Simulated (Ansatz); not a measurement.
A self-consistent single point of MnO₂ (P4_2/mnm, 6 atoms in the cell) with Ansatz (a quantum-chemistry and plane-wave program).

Level of theory: PBE (plane waves, PAW; Ansatz).

The change in words: lattice scaled by 0.98. Reference geometry:
```
CELL_PARAMETERS angstrom
      4.44442     0.00000     0.00000
      0.00000     4.44442     0.00000
      0.00000     0.00000     2.89575
ATOMIC_POSITIONS crystal
  Mn 0.00000 0.00000 0.00000
  Mn 0.50000 0.50000 0.50000
  O  0.30492 0.30492 0.00000
  O  0.69508 0.69508 0.00000
  O  0.19508 0.80492 0.50000
  O  0.80492 0.19508 0.50000
```
Moments meant for the start (each program seeds them in its own way; μB, in the order of the atoms Mn Mn O O O O): 4.0 4.0 0.0 0.0 0.0 0.0.

Reference input (self-consistent single point, DFT, PBE, plane waves, default PAW files): kpoints.mp_grid.grid = 5 5 7; hamiltonian.xc = pbe; hamiltonian.pseudopotentials = {kind: paw} (the program's default PAW files); magnetization.spin_polarized = true; scf.occupations.method = gaussian; scf.occupations.width = 0.272 eV. This run's input differs from it in these lines:

```diff
@@ -3,5 +3,5 @@
   lattice:
-    - [4.444424, 0.000000, 0.000000]
-    - [0.000000, 4.444424, 0.000000]
-    - [0.000000, 0.000000, 2.895751]
+    - [4.355536, 0.000000, 0.000000]
+    - [0.000000, 4.355536, 0.000000]
+    - [0.000000, 0.000000, 2.837836]
   atoms:
```

Output, abridged:

```
SCF iter   1: F=—  HF=-10067.167924 eV  |F-HF|=—  |Δ(HF+E_count)|=         —  Δρ=7.43e-2 (↑5.93e-2 ↓7.43e-2)  dr2=1.83e0  dr2_m=1.57e0  M=5.925 μB ∫|m|=6.214 μB  β_m=0.30  ethr=3.10e-3  ⟨swp⟩=5.0  Hψ=6031  notcnv=0
Mixer restart at iter 1: flushing history
all-band conjugate gradients solve this SCF's bands
preconditioner: auto → Kerker (q_TF=auto, 2.730 Å⁻¹)
spin=Collinear: Kerker preconditioning applied to the charge; magnetization (m = ρ↑ − ρ↓) channel mixes plain (no charge-response kernel on spin).
   [... lines left out ...]
SCF iter  13: F=—  HF=-10067.314563 eV  |F-HF|=—  |Δ(HF+E_count)|=   1.11e-9  Δρ=9.48e-7 (↑9.48e-7 ↓8.55e-7)  dr2=1.22e-9  dr2_m=7.81e-12  M=5.875 μB ∫|m|=5.974 μB  β_m=1.00  ethr=2.24e-10  ⟨swp⟩=2.3  Hψ=2643  notcnv=0  defer=152
SCF iter  14: F=-10067.314563 eV  HF=-10067.314563 eV  |F-HF|=2.00e-11  |Δ(HF+E_count)|=  4.37e-11  Δρ=1.44e-7 (↑1.44e-7 ↓1.25e-7)  dr2=2.67e-11  dr2_m=2.94e-13  M=5.875 μB ∫|m|=5.974 μB  ethr=2.26e-12  ⟨swp⟩=6.7  Hψ=6985  notcnv=0
SCF 1 converged in 14 iterations: F = -10067.314563 eV  dr2 = 2.67e-11
WARN: an SCF from antiferromagnetic starting moments (-4.00, 4.00, 0.00, 0.00, 0.00, 0.00 Bohr magnetons, atom by atom) was not made, by what the run has read …
Magnetization: 5.8752 μB (29.9376 up, 24.0624 down)
   [... lines left out ...]
Absolute magnetization: 5.9862 μB (∫|ρ↑−ρ↓|, with the PAW one-centre terms)
Free energy (F): -10067.314563 eV
Fermi energy:    11.661541 eV
   [... lines left out ...]
  atom   6  O     -0.10925589     0.10925589     0.00000000
--- Stress (GPa, compression-positive) ---
       14.278209       0.000000       0.000000
        0.000000      14.278209       0.000000
        0.000000       0.000000      14.475949
  P = ⅓ Tr σ = 14.3441 GPa (143.441 kbar)
  The stress holds the Pulay correction. Without it, at fixed plane waves, as pw.x and ABINIT print it: P = 13.4220 GPa
```

The run converged in 14 iterations. Against the reference run the free energy goes up by 21.6 meV/atom, the pressure goes from -1.17 to 14.34 GPa, the largest force goes from 0.114 to 0.155 eV/Å and the size of the net moment moves little (0.99 to 0.98 μB/atom).

The starting cell comes from a database of computed structures (which also holds hypothetical and non-ambient phases and stackings), without a prior relaxation at this level. Its lattice was rescaled by a random factor within 2.5 % of one. For this run, on top of that: lattice scaled by 0.98. The magnetic order is the one reached from the typed start; others were not searched systematically. The program warned that, by what it read of turns of the moments, another magnetic order lies lower. With a pressure of about 14 GPa the cell is away from its equilibrium volume at this level. Ansatz's pressure includes its estimate of the finite-basis (Pulay) stress. Without the estimate this run gives 13.42 GPa.

Keys are those of Ansatz 0.2.
